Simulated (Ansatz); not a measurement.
Si (diamond structure), cut as (110) film, 10 layers, ended by OH; geometry relaxed with PBE. The in-plane lattice is held at the bulk value. With PBE in Ansatz (a program for electronic structure) the gap on the k-mesh of the run is 0.80 eV. k-points: Γ-centred 5×7×1 mesh; occupations: Fermi-Dirac, 0.020 eV; spin polarisation not allowed. Scalar-relativistic, no spin-orbit coupling.

Task: What gap does HSE06 (Ansatz) give on the same geometry and mesh?

Result: 1.36 eV, wider by 0.56 eV.
